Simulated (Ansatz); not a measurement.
A self-consistent single point of ZnCu2SnS4 (I-4, 8 atoms in the cell) with Ansatz (a program for electronic structure).

Computed with PBE, PAW files (plane waves; Ansatz).

The change in words: lattice scaled by 1.03. Reference geometry:
```yaml
crystal:
  lattice:
    - [-2.70514, 2.70514, 5.41121]
    - [2.70514, -2.70514, 5.41121]
    - [2.70514, 2.70514, -5.41121]
  atoms:
    - { symbol: Zn, position: [0.75000, 0.25000, 0.50000] }
    - { symbol: Cu, position: [0.00000, 0.00000, 0.00000] }
    - { symbol: Cu, position: [0.25000, 0.75000, 0.50000] }
    - { symbol: Sn, position: [0.50000, 0.50000, 0.00000] }
    - { symbol: S, position: [0.36432, 0.37124, 0.47758] }
    - { symbol: S, position: [0.62876, 0.10634, 0.99308] }
    - { symbol: S, position: [0.89366, 0.88674, 0.52242] }
    - { symbol: S, position: [0.11326, 0.63568, 0.00692] }
```

Reference input (self-consistent single point, DFT, PBE, plane waves, PAW files): kpoints.mp_grid.grid = 5 5 5; hamiltonian.xc = pbe; hamiltonian.pseudopotentials = {kind: paw} (the program's default PAW files); scf.occupations.method = fermi_dirac; scf.occupations.width = 0.05 eV. This run's input differs from it in these lines:

```diff
@@ -2,5 +2,5 @@
   lattice:
-    - [-2.705145, 2.705145, 5.411210]
-    - [2.705145, -2.705145, 5.411210]
-    - [2.705145, 2.705145, -5.411210]
+    - [-2.786299, 2.786299, 5.573546]
+    - [2.786299, -2.786299, 5.573546]
+    - [2.786299, 2.786299, -5.573546]
   atoms:
```

Output, abridged:

```
SCF iter   1: F=—  HF=-26205.883328 eV  |F-HF|=—  |Δ(HF+E_count)|=         —  Δρ=3.57e-2  dr2=1.88e0  ethr=3.10e-3  ⟨swp⟩=7.5  Hψ=4621  notcnv=0  defer=11
all-band conjugate gradients solve this SCF's bands
preconditioner: auto → Resta (q_TF=auto, 2.437 Å⁻¹)
SCF iter   2: F=—  HF=-26205.626525 eV  |F-HF|=—  |Δ(HF+E_count)|=   2.57e-1  Δρ=1.69e-2  dr2=5.54e-1  ethr=2.13e-3  ⟨swp⟩=2.1  Hψ=1946  notcnv=0  defer=73
   [... lines left out ...]
SCF iter   8: F=—  HF=-26205.540815 eV  |F-HF|=—  |Δ(HF+E_count)|=   2.19e-5  Δρ=7.36e-5  dr2=1.01e-5  ethr=9.48e-8  ⟨swp⟩=2.0  Hψ=1688  notcnv=0  defer=73
SCF iter   9: F=—  HF=-26205.540827 eV  |F-HF|=—  |Δ(HF+E_count)|=   1.19e-5  Δρ=2.70e-5  dr2=9.76e-7  ethr=1.15e-8  ⟨swp⟩=2.0  Hψ=1712  notcnv=0  defer=73
SCF iter  10: F=—  HF=-26205.540827 eV  |F-HF|=—  |Δ(HF+E_count)|=   3.91e-7  Δρ=1.54e-5  dr2=2.53e-7  ethr=1.11e-9  ⟨swp⟩=2.0  Hψ=1965  notcnv=0  defer=73
SCF iter  11: F=-26205.540827 eV  HF=-26205.540827 eV  |F-HF|=2.17e-8  |Δ(HF+E_count)|=   2.34e-8  Δρ=4.93e-6  dr2=2.80e-8  ethr=1.14e-10  ⟨swp⟩=13.3  Hψ=5560  notcnv=0
SCF 1 converged in 11 iterations: F = -26205.540827 eV  dr2 = 2.80e-8
Free energy (F): -26205.540827 eV
Internal energy: -26205.537824 eV  (E = F + TS)
E sigma→0 (E₀):  -26205.539326 eV
Entropy (-TS):   -0.003003 eV (-0.375 meV/atom)
Fermi energy:    7.050658 eV
--- Forces (eV/Å), atoms counted from 1 ---
  atom   1  Zn     0.00000000     0.00000000     0.00000000
  atom   2  Cu     0.00000000     0.00000000     0.00000000
  atom   3  Cu     0.00000000     0.00000000     0.00000000
  atom   4  Sn     0.00000000     0.00000000     0.00000000
  atom   5  S      0.02160805    -0.00615926    -0.00489500
  atom   6  S     -0.00615926    -0.02160805     0.00489500
  atom   7  S     -0.02160805     0.00615926    -0.00489500
  atom   8  S      0.00615926     0.02160805     0.00489500
--- Stress (GPa, compression-positive) ---
       -3.353887       0.000000      -0.000000
       -0.000000      -3.353887       0.000000
       -0.000000       0.000000      -3.378107
  P = ⅓ Tr σ = -3.3620 GPa (-33.620 kbar)
  The stress holds the Pulay correction. Without it, at fixed plane waves, as pw.x and ABINIT print it: P = -3.4151 GPa
```

The run converged in 11 iterations. Against the reference run the free energy rises by 8.0 meV/atom, the pressure goes from 2.47 to -3.36 GPa and the largest force goes from 0.176 to 0.023 eV/Å.

The starting cell comes from a database of computed structures (which also holds hypothetical and non-ambient phases and stackings), without a prior relaxation at this level. For this run, on top of that: lattice scaled by 1.03. Spin polarisation is off. Ansatz's pressure includes its estimate of the finite-basis (Pulay) stress. A gap is left out here, as mesh or smearing make it unsure.

Keys are those of Ansatz 0.2.
